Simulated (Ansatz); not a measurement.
A computed series for ZnS: pressure series

The parent structure is ZnS in the wurtzite structure (space group P6_3mc, No. 186; a = 3.806 Å, c = 6.245 Å).

Cell and atoms are relaxed at each pressure.

Level of theory: r2SCAN/PAW in Ansatz (an electronic-structure program), without spin-orbit coupling.

```csv
case,lattice parameter a,electron mass
base,7.192 bohr,"0.18 mₑ along c, 0.21 mₑ across (at Γ)"
pressure −2 GPa,7.259 bohr,"0.18 mₑ along c, 0.20 mₑ across (at Γ)"
pressure −1 GPa,7.224 bohr,"0.18 mₑ along c, 0.20 mₑ across (at Γ)"
pressure 0.3 GPa,7.183 bohr,"0.18 mₑ along c, 0.21 mₑ across (at Γ)"
pressure 0.7 GPa,7.171 bohr,"0.18 mₑ along c, 0.21 mₑ across (at Γ)"
pressure 1.5 GPa,7.147 bohr,"0.18 mₑ along c, 0.21 mₑ across (at Γ)"
pressure 3 GPa,7.104 bohr,"0.18 mₑ along c, 0.21 mₑ across (at Γ)"
pressure 5 GPa,7.053 bohr,"0.18 mₑ along c, 0.22 mₑ across (at Γ)"
pressure 7.5 GPa,6.994 bohr,"0.18 mₑ along c, 0.22 mₑ across (at Γ)"
pressure 10 GPa,…,…
```

**Question.** What belongs in the blanks?

**Answer.** 
- pressure 10 GPa, lattice parameter a: 6.940 bohr
- pressure 10 GPa, electron mass: 0.19 mₑ along c, 0.23 mₑ across (at Γ)

The levels and masses belong to the bands next to the band gap. Load acts through the strain it causes; cell and atoms are relaxed under it. Effective masses come from finite differences of ±0.01 Å⁻¹. Stability against distortions was not tested. Tetrahedral semiconductors of this kind turn to denser phases somewhere between about 1 and 50 GPa; those were not computed, so compressed cells here can lie past the real transition.
